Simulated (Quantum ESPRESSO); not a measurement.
Quantum ESPRESSO run on FeCo (Pm-3m, 2 atoms in the cell): self-consistent single point.

Method of the run: LDA (PZ), PSlibrary ultrasoft (LDA) pseudopotentials (plane waves; Quantum ESPRESSO).

```yaml
crystal:
  lattice:
    - [2.80865, 0.00000, 0.00000]
    - [0.00000, 2.80865, 0.00000]
    - [0.00000, 0.00000, 2.80865]
  atoms:
    - { symbol: Fe, position: [0.00000, 0.00000, 0.00000], spin: 4.0 }
    - { symbol: Co, position: [0.50000, 0.50000, 0.50000], spin: 3.0 }
```
(The spins are starting values, not results.)

Reference input (self-consistent single point, DFT, LDA (PZ), plane waves, PSlibrary ultrasoft (LDA) pseudopotentials): ecutwfc = 55 Ry; ecutrho = 330 Ry; occupations = smearing; smearing = fermi-dirac; degauss = 0.0073499 Ry; nspin = 2; potentials = {Fe: Fe.pz-n-rrkjus_psl.1.0.0.UPF, Co: Co.pz-n-rrkjus_psl.1.0.0.UPF}; K_POINTS = automatic 15 15 15 0 0 0; conv_thr = 1e-09 Ry; mixing_beta = 0.3. This run's input differs from it in these lines:

```diff
@@ -32,3 +32,3 @@
 K_POINTS automatic
-15 15 15  0 0 0
+9 9 9  0 0 0
 CELL_PARAMETERS angstrom
```

Log, with long lists cut:

```
     Self-consistent Calculation

     iteration #  1     ecut=    55.00 Ry     beta= 0.30

     total energy              =    -136.32725700 Ry
     estimated scf accuracy    <       1.11191252 Ry

     total magnetization       =     4.52 Bohr mag/cell
     absolute magnetization    =     4.52 Bohr mag/cell

     iteration #  2     ecut=    55.00 Ry     beta= 0.30

     total energy              =    -136.12492590 Ry
     estimated scf accuracy    <      14.39012253 Ry

     total magnetization       =     2.81 Bohr mag/cell
     absolute magnetization    =     2.82 Bohr mag/cell

     iteration #  3     ecut=    55.00 Ry     beta= 0.30

   [... lines left out ...]
     absolute magnetization    =     4.54 Bohr mag/cell

   [... 9 blocks of this kind left out ...]

     iteration # 13     ecut=    55.00 Ry     beta= 0.30

     total energy              =    -136.82360616 Ry
     estimated scf accuracy    <          2.7E-09 Ry

     total magnetization       =     4.33 Bohr mag/cell
     absolute magnetization    =     4.48 Bohr mag/cell

     iteration # 14     ecut=    55.00 Ry     beta= 0.30

     Magnetic moment per site  (integrated on atomic sphere of radius R)
     atom   1 (R=0.357)  charge=  6.3792  magn=  2.6069
     atom   2 (R=0.357)  charge=  7.5299  magn=  1.7645
     End of self-consistent calculation

     the Fermi energy is    13.6218 ev

!    total energy              =    -136.82360616 Ry
     estimated scf accuracy    <          1.5E-10 Ry
     smearing contrib. (-TS)   =      -0.00393195 Ry
     internal energy E=F+TS    =    -136.81967421 Ry

     total magnetization       =     4.33 Bohr mag/cell
     absolute magnetization    =     4.48 Bohr mag/cell

     convergence has been achieved in  14 iterations

     Forces acting on atoms (cartesian axes, Ry/au):

     atom    1 type  1   force =     0.00000000    0.00000000    0.00000000
     atom    2 type  2   force =     0.00000000    0.00000000    0.00000000

     Total force =     0.000000     Total SCF correction =     0.000000

          total   stress  (Ry/bohr**3)                   (kbar)     P=     -111.28
  -0.00075649   0.00000000   0.00000000         -111.28        0.00        0.00
   0.00000000  -0.00075649   0.00000000            0.00     -111.28        0.00
   0.00000000   0.00000000  -0.00075649            0.00        0.00     -111.28

   JOB DONE.
```

The run converged in 14 iterations. Against the reference run the free energy falls by 2.9 meV/atom, the pressure goes from -10.78 to -11.13 GPa and the size of the net moment moves little (2.18 to 2.17 μB/atom).

The starting cell comes from a database of computed structures (which also holds hypothetical and non-ambient phases and stackings), without a prior relaxation at this level. Its lattice was rescaled by a random factor within 2.5 % of one. The magnetic order is the one reached from the typed start; others were not searched systematically. With a pressure of about -11 GPa the cell is away from its equilibrium volume at this level.
